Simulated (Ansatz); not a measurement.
**GaN under a change: tensor shear ε_yz = −2.06 %**

Start from GaN in the wurtzite structure (space group P6_3mc, No. 186; a = 3.1833 Å, c = 5.1839 Å). Axes: x lies along a and z along c of the hexagonal cell.

Perturbation: tensor shear ε_yz = −2.06 % (engineering shear γ = -0.0412), atoms relaxed at fixed cell.

The values are results of Ansatz (an electronic-structure program), r2SCAN, PAW, cutoff 500 eV, without spin-orbit coupling, earlier PAW set, not measurements. k-mesh 12×12×7 (Γ-centred); smearing 0.05 eV (Fermi–Dirac).

- Volume per atom: 11.37 Å³ (base 11.37 Å³)
- Space group: Cm (No. 8) (base P6_3mc (No. 186))
- Shortest interatomic distance: 1.938 Å (base 1.946 Å)
- Energy relative to the base (free energy F): +5.9 meV/atom
- Pressure (mean of the normal stresses, compression positive): 0.2 kbar (base 0.0 kbar)
- Band gap: 2.24 eV (base 2.35 eV)
- Gap character: direct at Γ (base direct at Γ)
- Electron mass: 0.17 mₑ along z, 0.19 mₑ across (at Γ) (base 0.17 mₑ along c, 0.19 mₑ across (at Γ))
- Valence-band top at Γ (three highest levels, from the VBM): 0.00, -0.10, -0.24 eV (base 0.00, 0.00, -0.04 eV)
- Stress (xx, yy, zz, yz, xz, xy; compression positive): (0.08, -0.18, 0.15, 4.03, 0.00, 0.00) GPa

Cost of the whole job for the changed cell (relaxation, final SCF and bands): very roughly 2.8 core-minutes.

The cells carry an imposed strain or load. Masses are band curvatures over ±0.01 Å⁻¹ around the edge. No phonon test of stability was made. k-point labels follow each cell's own Brillouin zone.
